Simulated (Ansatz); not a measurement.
## AlCr2C under a change: tensor shear ε_yz = +3.58 %

Start from AlCr2C (space group P6_3/mmc, No. 194; a = 2.812 Å, c = 12.600 Å; non-magnetic). Axes: x lies along a and z along c of the hexagonal cell.

The change: tensor shear ε_yz = +3.58 % (engineering shear γ = 0.0716); the atoms relax in the strained cell.

Level of theory: PBEsol (Ansatz, a first-principles code; PAW; 420 eV plane waves; no spin-orbit coupling), earlier PAW set. Settings: 19×19×4 k-points, 0.05 eV Fermi–Dirac smearing.

| quantity | base | changed | shift |
|---|---|---|---|
| space group | P6_3/mmc (No. 194) | C2/m (No. 12) | – |
| shortest interatomic distance | 1.941 Å | 1.920 Å | -0.021 Å |
| energy relative to the base (free energy F) | 0 meV/atom | +24 meV/atom | +24 meV/atom |
| pressure (mean of the normal stresses, compression positive) | 0.0 GPa | 1.4 GPa | +1.4 GPa |
| band gap | zero | zero | – |
| largest internal atomic displacement | – | 0.054 Å | – |
| stress (xx, yy, zz, yz, xz, xy; compression positive) (rough) | – | (0.7, 1.0, 2.4, -9.5, 0.0, 0.0) GPa | – |

Final structure:

```
CELL_PARAMETERS angstrom
      2.81187     0.00000     0.00000
     -1.40594     2.43515     0.08718
      0.00000     0.45106    12.59958
ATOMIC_POSITIONS crystal
  Al 0.32385 0.64771 0.74963
  Al 0.67615 0.35229 0.25037
  Cr 0.32236 0.64473 0.08404
  Cr 0.65565 0.31131 0.58408
  Cr 0.67764 0.35527 0.91596
  Cr 0.34435 0.68869 0.41592
  C  0.00000 0.00000 0.00000
  C  0.00000 0.00000 0.50000
```

Without a gap, meshes like the base's 19×19×4 leave anisotropic stresses uncertain by several tenths of a GPa, and small strain energies with them. Whether these cells are dynamically stable was not tested. Seeded moments were not kept for the base. All final runs are without spin polarisation.
